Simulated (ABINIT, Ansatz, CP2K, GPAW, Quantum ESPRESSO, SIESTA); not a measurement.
**NiSi₂ (Fm-3m, 3 atoms in the cell) computed with different codes at matched settings**

Self-consistent single point, at a second geometry (lattice scaled by 0.98). First geometry:

```yaml
crystal:
  lattice:
    - [0.00000, 2.66902, 2.66902]
    - [2.66902, 0.00000, 2.66902]
    - [2.66902, 2.66902, 0.00000]
  atoms:
    - { symbol: Si, position: [0.25000, 0.25000, 0.25000] }
    - { symbol: Si, position: [0.75000, 0.75000, 0.75000] }
    - { symbol: Ni, position: [0.00000, 0.00000, 0.00000] }
```

Shared settings, as Ansatz (a program for electronic structure) writes them: kpoints.mp_grid.grid = 9 9 9; scf.occupations.method = gaussian; scf.occupations.width = 0.136 eV. Potentials and cutoffs stand in the table.

| code | model | ΔF from the first geometry (meV/atom) | pressure (GPa) | cutoff |
|---|---|---|---|---|
| ABINIT | PBE, norm-conserving pseudopotentials (PseudoDojo nc-sr-05 PBE standard) | 75.9 | 22.93 | 1333 eV |
| CP2K | PBE, GPW, DZVP-MOLOPT-SR-GTH basis, GTH-PBE potentials (GTH_POTENTIALS) | 76.3 | 22.98 | grid 600 Ry |
| GPAW | PBE, GPAW PAW datasets PBE (gpaw-data 1.0.1) | 82.9 | 24.74 | 850 eV |
| Ansatz | PBE, default PAW files | 75.4 | 22.77 | 420 eV |
| Quantum ESPRESSO | PBE, SSSP 1.1.2 precision (PBE) pseudopotentials | 77.3 | 23.26 | 65 Ry |
| SIESTA | GGA PBE, numerical atomic orbitals DZP, PseudoDojo PBE standard norm-conserving potentials (rewritten from UPF to PSML) | 74.0 | 22.44 | grid 400 Ry |

On Ansatz's run: spin polarisation is off.

The spread over the programs that give each value: ΔF from the first geometry within 8.9 meV/atom; pressure within 2.30 GPa.

CP2K and SIESTA use small atom-centred bases, whose incompleteness enters pressures, forces and empty levels differently from a plane-wave cutoff. Ansatz's pressure is given at a fixed set of plane waves, as the other plane-wave codes print theirs; with its correction for the finite basis it is 22.83 GPa. In the pressure, GPAW (by 1.64) lies more than 1 GPa from the median of the plane-wave programs.

The starting cell has typed, rounded lattice constants, without a prior relaxation at this level. Its lattice was rescaled by a random factor within 2.5 % of one. For this run, on top of that: lattice scaled by 0.98.

Left out of this page: Elk and FLEUR (not drawn, or without a comparable value).

Keys are those of Ansatz 0.2.
